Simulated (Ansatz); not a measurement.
Short convergence ladders for Cu3AsSe4 (Fmm2, 8 atoms in the cell)

```
CELL_PARAMETERS angstrom
     -2.77140     2.77140     5.50851
      2.77140    -2.77140     5.50851
      2.77140     2.77140    -5.50851
ATOMIC_POSITIONS crystal
  Cu 0.25000 0.75000 0.50000
  Cu 0.75000 0.25000 0.50000
  Cu 0.50454 0.50454 0.00000
  As 0.00000 0.00000 0.00000
  Se 0.87509 0.38261 0.00000
  Se 0.61739 0.61739 0.49248
  Se 0.38261 0.87509 0.00000
  Se 0.12491 0.12491 0.50752
```

Base method: PBEsol, default PAW files made with PBE (plane waves; Ansatz, an electronic-structure program).

Base settings: basis.ecutwfc = 30.9 Ry; kpoints.mp_grid.grid = 4 4 4; hamiltonian.xc = pbesol; hamiltonian.pseudopotentials = {kind: paw} (the program's default PAW files); scf.occupations.method = fermi_dirac; scf.occupations.width = 0.0073 Ry.

The count of work is k-points × plane waves × bands × iterations; it is no time. Core times come from one kind of shared machine, to one figure; runs under 30 s give none.

**The k-point mesh**

Only quantities that move along the ladder and can be compared are tabulated.

```tsv
kpoints.mp_grid.grid	free energy less the last step's (meV/atom)	pressure (GPa)	largest difference of a force vector from the last step's (eV/Å)	count of work / last	core time / last (rough)
2 2 2	-5.48	0.19	0.378	0.033	–
3 3 3	4.47	-0.24	0.029	0.053	–
4 4 4	0.63	-0.41	0.020	0.11	–
5 5 5	0.02	-0.38	0.005	0.18	0.3
7 7 7	0.04	-0.39	0.001	0.37	0.7
9 9 9	0.00	-0.39	0.001	0.73	1
10 10 10	0.00	-0.39	0.000	1.0	1
```

Coarsest kpoints.mp_grid.grid that holds the free energy within 2 meV/atom of the last step, with all finer ones: 4 4 4, at 0.11 of the last step's count of work; the step before is off by 4.5 meV/atom.

Coarsest kpoints.mp_grid.grid that holds the pressure within 0.05 GPa of the last step, with all finer ones: 4 4 4, at 0.11 of the last step's count of work; the step before is off by 0.15 GPa.

Coarsest kpoints.mp_grid.grid that holds the forces within 0.01 eV/Å of the last step, with all finer ones: 5 5 5, at 0.18 of the last step's count of work and about 0.3 of the last step's time; the step before is off by 0.020 eV/Å.

**The k-point mesh at a smearing width of 0.02 eV**

In this ladder: scf.occupations.width = 0.0015 Ry.

Only quantities that move along the ladder and can be compared are tabulated.

| kpoints.mp_grid.grid | free energy less the last step's (meV/atom) | largest difference of a force vector from the last step's (eV/Å) |
|---|---|---|
| 3 3 3 | 6.74 | 0.044 |
| 5 5 5 | -0.05 | 0.016 |
| 8 8 8 | -0.03 | 0.009 |
| 11 11 11 | -0.06 | 0.001 |
| 14 14 14 | 0.00 | 0.000 |

Coarsest kpoints.mp_grid.grid that holds the forces within 0.01 eV/Å of the last step, with all finer ones: 8 8 8; the step before is off by 0.016 eV/Å.

Coarsest kpoints.mp_grid.grid that holds the free energy within 0.5 meV/atom of the last step, with all finer ones: 5 5 5; the step before is off by 6.7 meV/atom.

**The k-point mesh at a smearing width of 0.3 eV**

In this ladder: scf.occupations.width = 0.022 Ry.

Only quantities that move along the ladder and can be compared are tabulated.

```tsv
kpoints.mp_grid.grid	free energy less the last step's (meV/atom)	pressure (GPa)	largest difference of a force vector from the last step's (eV/Å)	count of work / last	core time / last (rough)
3 3 3	1.15	0.67	0.015	0.037	–
5 5 5	-0.01	0.59	0.001	0.12	0.2
8 8 8	0.00	0.59	0.000	0.44	0.6
11 11 11	0.00	0.59	0.000	1.0	1
```

Coarsest kpoints.mp_grid.grid that holds the free energy within 0.5 meV/atom of the last step, with all finer ones: 5 5 5, at 0.12 of the last step's count of work and about 0.2 of the last step's time; the step before is off by 1.1 meV/atom.

Coarsest kpoints.mp_grid.grid that holds the forces within 0.005 eV/Å of the last step, with all finer ones: 5 5 5, at 0.12 of the last step's count of work and about 0.2 of the last step's time; the step before is off by 0.015 eV/Å.

Coarsest kpoints.mp_grid.grid that holds the pressure within 0.05 GPa of the last step, with all finer ones: 5 5 5, at 0.12 of the last step's count of work and about 0.2 of the last step's time; the step before is off by 0.08 GPa.

On the base run: the starting cell comes from a database of computed structures (which also holds hypothetical and non-ambient phases and stackings), without a prior relaxation at this level. Its lattice was rescaled by up to half a per cent. One atom was moved a little off its site on purpose. Spin polarisation is off. Ansatz's pressure includes its estimate of the finite-basis (Pulay) stress. The run gives no clean gap (levels at the Fermi energy touch, overlap or are partly filled at this smearing), which alone does not show that the compound is a metal.

Keys are those of Ansatz 0.2.
